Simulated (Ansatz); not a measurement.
**Fermi-surface data of Rh (I4/mmm)**

Given:

```
CELL_PARAMETERS angstrom
      0.00000     1.88809     1.89489
      1.88809     0.00000     1.89489
      1.88809     1.88809     0.00000
ATOMIC_POSITIONS crystal
  Rh 0.00000 0.00000 0.00000
```

These are PBEsol, rigid bands (plane waves, PAW, scalar-relativistic; Ansatz, a program for electronic structure) values and carry that method's errors. Condition of this run: uniaxial stress zz = -1 GPa (compression positive) (the target of the relaxation). Geometry: cell and atoms relaxed with PBEsol, then loaded as said.

```json
{
 "density of states at the Fermi level": "1.24 states/(eV·cell), both spins",
 "bare Sommerfeld coefficient": "2.9 mJ/(mol of atoms·K²)",
 "drude_plasma_energy": "10.2 eV",
 "root-mean-square Fermi velocity": "6.6e5 m/s",
 "resistivity times τ": "4.7 ×10⁻²² Ω·m·s",
 "resistivity_times_mean_free_path": "3.3 ×10⁻¹⁶ Ω·m²"
}
```

A metal at this level (no band gap); rigid bands, thermally averaged at 300 K, both spins. Spin-orbit coupling is left out. τ is one relaxation time for all states; the product of resistivity and mean free path takes one path for all states instead.
